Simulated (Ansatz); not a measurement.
**Pressure series in SiC**

Consider SiC in the zinc blende structure (space group F-43m, No. 216; a = 4.3569 Å).

Cell and atoms are relaxed at each pressure.

Calculations: PBEsol/PAW in Ansatz (an electronic-structure program), scalar-relativistic without spin-orbit coupling.

Candidates:
(a) pressure 9 GPa
(b) pressure 15 GPa
(c) pressure 2.1 GPa

Base values:

The band gap is 1.24 eV.

**Question.** Order them by band gap, lowest first.

**Answer.** (b) pressure 15 GPa (1.19 eV), (a) pressure 9 GPa (1.21 eV), (c) pressure 2.1 GPa (1.24 eV)

Load acts through the strain it causes; cell and atoms are relaxed under it. Whether these cells are dynamically stable was not tested. No other phases were tried under pressure.
